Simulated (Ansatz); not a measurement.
## BiTe (space group P-3m1, No. 164)

```
BiTe
1.0
    4.42246     0.00000     0.00000
   -2.21123     3.82996     0.00000
    0.00000     0.00000    23.92936
Bi Te
6 6
Direct
  0.33333   0.66667   0.29171
  0.66667   0.33333   0.70829
  0.00000   0.00000   0.87543
  0.00000   0.00000   0.12457
  0.66667   0.33333   0.46482
  0.33333   0.66667   0.53518
  0.33333   0.66667   0.05323
  0.66667   0.33333   0.94677
  0.00000   0.00000   0.63610
  0.00000   0.00000   0.36390
  0.66667   0.33333   0.20869
  0.33333   0.66667   0.79131
```

Level of theory: Kohn–Sham DFT with the PBE-D3(BJ) functional, run in Ansatz (an electronic-structure program) with PAW and 420 eV plane waves, no spin-orbit coupling. Γ-centred 7×7×2 mesh, Fermi–Dirac width 0.05 eV.

```yaml
volume_per_atom: 33.78 Å³
density: 8.27 g/cm³
band_gap: "0.07 eV (uncertain: the edges found on the path are not clean extrema)"
total_energy: -9688.894 eV/atom (σ→0; compares only within this code and set-up)
```

With Bi and Te present, leaving out spin-orbit coupling can change the band edges. No phonon test of stability was made. A zero or small gap of BiTe can be the functional's error rather than a property of the material.
